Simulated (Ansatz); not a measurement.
**Effective masses and thermopower of PbI$_{2}$ (P-3m1)**

Here is the system:

```
PbI2
1.0
    4.43869     0.00000     0.00000
   -2.21934     3.84401     0.00000
    0.00000     0.00000     6.74127
Pb I
1 2
Direct
  0.00000   0.00000   0.00000
  0.66667   0.33333   0.71971
  0.33333   0.66667   0.28029
```

All values below come from PBEsol+D3BJ with spin-orbit coupling, rigid bands (plane waves, PAW; Ansatz, a quantum-chemistry and plane-wave program). Geometry: cell and atoms relaxed with PBEsol+d3bj.

* **band gap**: 1.14 eV
* **electron conductivity mass (300 K, dilute)**: 0.189 (x), 0.189 (y), 1.22 (z) mₑ
* **hole conductivity mass (300 K, dilute)**: 0.32 (x), 0.32 (y), 0.56 (z) mₑ
* **effective density of states N_c (300 K)**: 4.7e18 cm⁻³
* **effective density of states N_v (300 K)**: 5.2e18 cm⁻³
* **density-of-states mass, electrons**: 0.33 mₑ
* **density-of-states mass, holes**: 0.35 mₑ
* **Seebeck coefficient, n-type 1e19 cm⁻³, 300 K**: -163 μV/K
* **Seebeck coefficient, p-type 1e19 cm⁻³, 300 K**: 179 μV/K
* **best p-type power factor at 300 K for τ = 10 fs (best axis; densities from 1e16 to 1e21 cm⁻³ tried, whether or not they can be reached)**: 13.0 μW/(cm·K²) at 3e20 cm⁻³

Rigid bands; masses and Seebeck coefficients take one relaxation time τ for all states and one kind of carrier; polarons and phonon drag are left out. Geometry: cell and atoms relaxed with PBEsol+D3(BJ).

PBEsol with a dispersion correction tends to overbind, so the cell can be several per cent short, in bad cases over ten, which usually narrows a gap: PbI2 (P-3m1).
